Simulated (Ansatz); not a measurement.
- Surface = single layer of PtS2 (symmetry P-3m1 as a slab, 3 atoms a cell)
- Vacuum level minus Kohn-Sham valence edge = 6.36 eV
- Vacuum level minus Kohn-Sham conduction edge = 4.59 eV
- Gap of the slab on its mesh = 1.77 eV
- Apparent barrier, filled states, bias minus 1.3 V = 7.0 eV (κ = 1.35 1/Å)
- Apparent barrier, filled states, bias minus 1.9 V = 7.2 eV (κ = 1.37 1/Å)
- Apparent barrier, empty states, bias plus 1.3 V = 5.5 eV (κ = 1.20 1/Å)
- Apparent barrier, empty states, bias plus 1.9 V = 5.7 eV (κ = 1.22 1/Å)

Calculation: PBE, Tersoff-Hamann images (plane waves, PAW; Ansatz, a quantum-chemistry and plane-wave program).

The apparent barrier is ħ²κ²/2m, with κ from the fall of the mean window density between 3.5 and 5 Å; states of large in-plane momentum fall faster than their energy alone says. Mesh 18×18×1, no spin-orbit coupling, no spin polarisation; biases count from the run's Fermi level.
